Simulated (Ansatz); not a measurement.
## Effect of pressure 22.5 GPa on AlN

The parent structure is AlN in the wurtzite structure (space group P6_3mc, No. 186; a = 3.130 Å, c = 5.018 Å).

Now apply this change: cell and atoms relaxed at a pressure of 22.5 GPa.

Method: PBE, PAW, 420 eV (Ansatz, a quantum-chemistry and plane-wave program; no SOC). Settings: 12×12×7 k-points, 0.05 eV Fermi–Dirac smearing.

| quantity | base | changed | shift |
|---|---|---|---|
| volume per atom | 10.65 Å³ | 9.66 Å³ | -0.984 Å³ |
| density | 3.20 g/cm³ | 3.52 g/cm³ | +0.325 g/cm³ |
| lattice parameter a | 3.130 Å | 3.039 Å | -0.091 Å |
| c/a ratio | 1.603 | 1.590 | -0.013 |
| shortest interatomic distance | 1.902 Å | 1.842 Å | -0.0605 Å |
| enthalpy H = E + PV relative to the base's energy | – | +1.42 eV/atom | – |
| band gap | 4.03 eV | 4.84 eV | +0.81 eV |
| gap character | direct at Γ | direct at Γ | – |
| mean gap deformation potential ΔEg/Δln V | – | -8.3 eV | – |
| width of the top valence band | 2.34 eV | 2.55 eV | +0.21 eV |
| electron mass | – | 0.33 mₑ (at Γ) | – |
| valence-band top at Γ (three highest levels, from the VBM) | 0.00, -0.20, -0.20 eV | 0.00, -0.32, -0.32 eV | – |

Load acts through the strain it causes; cell and atoms are relaxed under it. Masses are band curvatures over ±0.01 Å⁻¹ around the edge. Whether these cells are dynamically stable was not tested. Measured, AlN leaves this structure (for rock salt) near 14 GPa (temperature not stated; as listed in Datta, Sujoy, Jana, Debnarayan, arXiv (2020)), on rising pressure, with hysteresis.
